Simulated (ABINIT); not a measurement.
ABINIT run on V (Im-3m, 1 atom in the cell): self-consistent single point

Method of the run: PBE, PAW (JTH v2.0 PBE PAW) (plane waves; ABINIT).

This input was run:

```
# V, JTH v2.0 PBE PAW
pp_dirpath "./"
pseudos "V.GGA_PBE-JTH.xml"
acell 2.5440916518 2.5440916518 2.5440916518 Angstrom
rprim
        -0.5773502692    0.5773502692    0.5773502692
         0.5773502692   -0.5773502692    0.5773502692
         0.5773502692    0.5773502692   -0.5773502692
natom 1
ntypat 1
znucl 23
typat 1
xcart
         0.0000000000    0.0000000000    0.0000000000
      Angstrom
ecut 816 eV
pawecutdg 1633 eV
occopt 3
tsmear 0.1 eV
nband 12
kptopt 1
ngkpt 13 13 13
nshiftk 1
shiftk 0 0 0
nstep 60
tolvrs 1.0e-11
prtwf 0
prtden 0
prtvol 1
enunit 2
```

The program printed (abridged):

```
 Symmetries : space group Im -3 m (#229); Bravais cI (body-center cubic)

 -outvars: echo values of preprocessed input variables --------
            acell      4.8076364789E+00  4.8076364789E+00  4.8076364789E+00 Bohr
             ecut      2.99874495E+01 Hartree
           enunit           2
              ixc     -101130
         kptrlatt       13    0    0      0   13    0      0    0   13
          kptrlen      6.24992742E+01
            natom           1
            nband          12
            ngfft          24      24      24
          ngfftdg          36      36      36
             nkpt          84
            nstep          60
             nsym          48
           ntypat           1
           occopt           3
        pawecutdg      6.00116484E+01 Hartree
            rprim     -5.7735026920E-01  5.7735026920E-01  5.7735026920E-01
                       5.7735026920E-01 -5.7735026920E-01  5.7735026920E-01
                       5.7735026920E-01  5.7735026920E-01 -5.7735026920E-01
          spgroup         229
           tolvrs      1.00000000E-11
           tsmear      3.67493254E-03 Hartree
            typat      1
           useylm           1
            znucl       23.00000

== DATASET  1 ==================================================================

 Real(R)+Recip(G) space primitive vectors, cartesian coordinates (Bohr,Bohr^-1):
 R(1)= -2.7756902  2.7756902  2.7756902  G(1)=  0.0000000  0.1801354  0.1801354
 R(2)=  2.7756902 -2.7756902  2.7756902  G(2)=  0.1801354  0.0000000  0.1801354
 R(3)=  2.7756902  2.7756902 -2.7756902  G(3)=  0.1801354  0.1801354  0.0000000
 Unit cell volume ucvol=  8.5540734E+01 bohr^3
 Angles (23,13,12)=  1.09471221E+02  1.09471221E+02  1.09471221E+02 degrees

 Coarse grid specifications (used for wave-functions):

 getcut: wavevector=  0.0000  0.0000  0.0000  ngfft=  24  24  24
         ecut(hartree)=     29.987   => boxcut(ratio)=   2.02509

 Fine grid specifications (used for densities):

 getcut: wavevector=  0.0000  0.0000  0.0000  ngfft=  36  36  36
         ecut(hartree)=     60.012   => boxcut(ratio)=   2.14728

   2.89117218E+02                                ecore*ucvol(ha*bohr**3)

 newkpt: prtvol=0 or 1, do not print more k-points.
_setup2: Arith. and geom. avg. npw (full set) are     670.748     670.727

--- !BeginCycle
solver: {iscf: 17, nstep: 60, nline: 4, wfoptalg: 10, }
tolerances: {tolvrs: 1.00E-11, }
...

     iter   Etot(hartree)      deltaE(h)  residm     nres2
 ETOT  1  -71.760646345133    -7.176E+01 1.343E+00 3.966E+00
 ETOT  2  -72.072528923723    -3.119E-01 1.959E-02 1.652E-01
 ETOT  3  -72.072849913646    -3.210E-04 7.891E-04 1.767E-02
 ETOT  4  -72.072906901553    -5.699E-05 4.581E-04 2.134E-03
 ETOT  5  -72.072905215871     1.686E-06 1.020E-04 5.229E-04
 ETOT  6  -72.072904666737     5.491E-07 6.512E-05 1.351E-06
 ETOT  7  -72.072904688395    -2.166E-08 1.312E-05 4.370E-06
 ETOT  8  -72.072904683374     5.021E-09 9.173E-06 6.587E-08
 ETOT  9  -72.072904683505    -1.316E-10 2.661E-06 1.303E-08
 ETOT 10  -72.072904683499     6.338E-12 1.256E-06 5.679E-09
 ETOT 11  -72.072904683504    -4.590E-12 9.036E-07 6.895E-11
 ETOT 12  -72.072904683505    -1.080E-12 1.715E-07 5.067E-12

 At SCF step   12       nres2   =  5.07E-12 < tolvrs=  1.00E-11 =>converged.

 Cartesian components of stress tensor (hartree/bohr^3)
  sigma(1 1)= -4.48259000E-04  sigma(3 2)=  0.00000000E+00
  sigma(2 2)= -4.48259000E-04  sigma(3 1)=  0.00000000E+00
  sigma(3 3)= -4.48259000E-04  sigma(2 1)=  0.00000000E+00

 ----iterations are completed or convergence reached----

 reduced coordinates (array xred) for    1 atoms
       0.000000000000      0.000000000000      0.000000000000
 cartesian forces (eV/Angstrom) at end:
    1     -0.00000000000000    -0.00000000000000    -0.00000000000000
 frms,max,avg= 0.0000000E+00 0.0000000E+00   0.000E+00  0.000E+00  0.000E+00 e/A
 length scales=  4.807636478863  4.807636478863  4.807636478863 bohr
              =  2.544091651800  2.544091651800  2.544091651800 angstroms
 Fermi (or HOMO) energy (hartree) =   0.40770   Average Vxc (hartree)=  -0.46136
 Eigenvalues (hartree) for nkpt=  84  k points:
 kpt#   1, nband= 12, wtk=  0.00046, kpt=  0.0000  0.0000  0.0000 (reduced coord)
  -1.93217   -0.94680   -0.94680   -0.94680    0.15983    0.42292    0.42292    0.42292
   0.50158    0.50158    1.18074    1.18074
      occupation numbers for kpt#   1
   2.00000    2.00000    2.00000    2.00000    2.00000    0.03133    0.03133    0.03133
   0.00000    0.00000    0.00000    0.00000
 prteigrs : prtvol=0 or 1, do not print more k-points.

 Fermi (or HOMO) energy (eV) =  11.09418   Average Vxc (eV)= -12.55429
 Eigenvalues (   eV  ) for nkpt=  84  k points:
 kpt#   1, nband= 12, wtk=  0.00046, kpt=  0.0000  0.0000  0.0000 (reduced coord)
 -52.57709  -25.76379  -25.76379  -25.76379    4.34930   11.50823   11.50823   11.50823
  13.64862   13.64862   32.12963   32.12963
 prteigrs : prtvol=0 or 1, do not print more k-points.

--- !EnergyTerms
comment             : Components of total free energy in Hartree
kinetic             :  9.98156973223529E+00
hartree             :  1.32251087021825E+01
xc                  : -3.85468776065467E+00
Ewald energy        : -5.53943708829356E+01
psp_core            :  3.37987767162536E+00
local_psp           : -4.20018920295337E+01
spherical_terms     :  2.59349822719328E+00
internal            : -7.20708963398876E+01
'-kT*entropy'       : -2.00778115809561E-03
total_energy        : -7.20729041210457E+01
total_energy_eV     : -1.96120345994275E+03
...

-Cartesian components of stress tensor (GPa)         [Pressure=  1.3188E+01 GPa]
- sigma(1 1)= -1.31882329E+01  sigma(3 2)=  0.00000000E+00
- sigma(2 2)= -1.31882329E+01  sigma(3 1)=  0.00000000E+00
- sigma(3 3)= -1.31882329E+01  sigma(2 1)=  0.00000000E+00

 Calculation completed.
```

The run converged in 12 iterations.

The starting cell comes from a database of computed structures (which also holds hypothetical and non-ambient phases and stackings), without a prior relaxation at this level. Its lattice was rescaled by a random factor within 2.5 % of one. Spin polarisation is off. With a pressure of about 13 GPa the cell is away from its equilibrium volume at this level.

These are the values that this program gave, and no reference: the one-centre exchange-correlation terms come from a truncated expansion.
